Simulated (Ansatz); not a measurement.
The reference is BeTe in the zinc blende structure (space group F-43m, No. 216; a = 5.6638 Å).

All numbers come from Kohn–Sham DFT with the PBE functional, run in Ansatz (an electronic-structure program) with PAW and 420 eV plane waves, no SOC, earlier PAW set.

Base values:

| Quantity | Result |
|---|---|
| Pressure | 0.01 GPa |
| Valley order | X along ⟨100⟩ 2.03 eV; L along ⟨111⟩ 3.04 eV |

Perturbation: every lattice vector is stretched by 1.44 %, atoms relaxed at fixed cell.

Problem. What happens to the pressure?

Solution. The pressure decreases by 2.223 GPa (0.01 GPa → -2.22 GPa).

Problem. What happens to the valley order?

Solution. The valley order (the lowest conduction-band minima on the path, energy above the VBM, named in the base's zone) becomes X along ⟨100⟩ 2.12 eV; L along ⟨111⟩ 2.93 eV; Γ 3.40 eV (base: X along ⟨100⟩ 2.03 eV; L along ⟨111⟩ 3.04 eV).

Problem. What does the calculation give for the energy relative to the base after the change?

Solution. The energy increases by 7.1 meV/atom.

With Te present, leaving out spin-orbit coupling can change the band edges. The levels and masses belong to the bands next to the band gap. The cells carry an imposed strain or load. No phonon test of stability was made.
